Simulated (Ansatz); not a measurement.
Reference: CdTe (F-43m), PBEsol with spin-orbit coupling, rigid bands (plane waves, PAW; Ansatz, an electronic-structure program); axes and stresses refer to this cell.

```
CdTe
1.0
    0.00000     3.24462     3.24462
    3.24462     0.00000     3.24462
    3.24462     3.24462     0.00000
Cd Te
1 1
Direct
  0.00000   0.00000   0.00000
  0.25000   0.25000   0.25000
```

- Seebeck coefficient, p-type 1e19 cm⁻³ = 265 μV/K
- hole conductivity mass = 0.54 mₑ
- band gap = 0.38 eV

Task: Change: biaxial stress xx = yy = 1 GPa (compression positive). What happens to Seebeck coefficient, p-type 1e19 cm⁻³, hole conductivity mass, band gap?

Result: Seebeck coefficient, p-type 1e19 cm⁻³ drops to 197 μV/K; hole conductivity mass falls to 0.34 mₑ; band gap decreases to 0.35 eV.

Task: Change: biaxial stress xx = yy = 2 GPa (compression positive). What happens to Seebeck coefficient, p-type 1e19 cm⁻³, hole conductivity mass, band gap?

Result: Seebeck coefficient, p-type 1e19 cm⁻³ decreases to 151 μV/K; hole conductivity mass decreases to 0.21 mₑ; band gap falls to 0.30 eV.

Task: Change: uniaxial stress zz = -1 GPa (compression positive). What happens to Seebeck coefficient, p-type 1e19 cm⁻³, hole conductivity mass, band gap?

Result: Seebeck coefficient, p-type 1e19 cm⁻³ falls to 203 μV/K; hole conductivity mass shrinks to 0.35 mₑ; band gap shrinks to 0.29 eV.

Masses are for dilute carriers at 300 K, harmonic means over directions unless an axis is named. Seebeck coefficients are for the stated density at 300 K, with one relaxation time for all states and whether or not that doping can be reached. Stresses and pressures are the targets of the relaxation.  The structure type is held under load, also where the real crystal would transform.
